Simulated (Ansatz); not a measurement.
By PBEsol, the system below comes out a metal.

Without scattering a metal conducts by its projected Fermi surface.

Consider the following.

```yaml
crystal:
  lattice:
    - [5.51265, 0.00000, 0.00000]
    - [1.83061, 5.19983, 0.00000]
    - [1.83061, 1.29627, 2.24946]
  atoms:
    - { symbol: Ir, position: [0.50000, 0.50000, 0.50000] }
    - { symbol: Ir, position: [0.00000, 0.00000, 0.00000] }
    - { symbol: O, position: [0.30866, 0.30866, 0.38268] }
    - { symbol: O, position: [0.69134, 0.69134, 0.61732] }
    - { symbol: O, position: [0.19134, 0.80866, 0.50000] }
    - { symbol: O, position: [0.80866, 0.19134, 0.50000] }
```

The cell is taken as given; by PBEsol it stands under a pressure of -6.5 GPa.

The current flows along the normal of the first two printed cell vectors, the (111) plane of the conventional cell. No spin-orbit coupling; the value is a mean over 0.1 eV about the Fermi level.

Q: Predict the ballistic conductance per area from Ansatz (a first-principles code) with PBEsol.

A: 0.61 × 10¹⁵ S/m² for both spins.
